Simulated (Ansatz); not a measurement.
Base system: WC (space group P-6m2, No. 187; a = 2.899 Å, c = 2.827 Å; relaxed with 0.1 eV smearing). Axes: x lies along a and z along c of the hexagonal cell.

Calculations: PBEsol, PAW, 420 eV (Ansatz, a first-principles code; no SOC).

Before the change:

```
Item        Value
--------  -------
Pressure  0.0 GPa
```

One thing is altered: the cell is stretched by 2.50 % along x with no lateral relaxation, atoms relaxed at fixed cell.

### Question
How does this affect the pressure and energy relative to the base?

### Answer
The pressure (mean of the normal stresses, compression positive) goes from zero to -9.0 GPa; the energy goes up by 14 meV/atom.

The cells carry an imposed strain or load. Whether these cells are dynamically stable was not tested. The final runs are not spin-polarised.
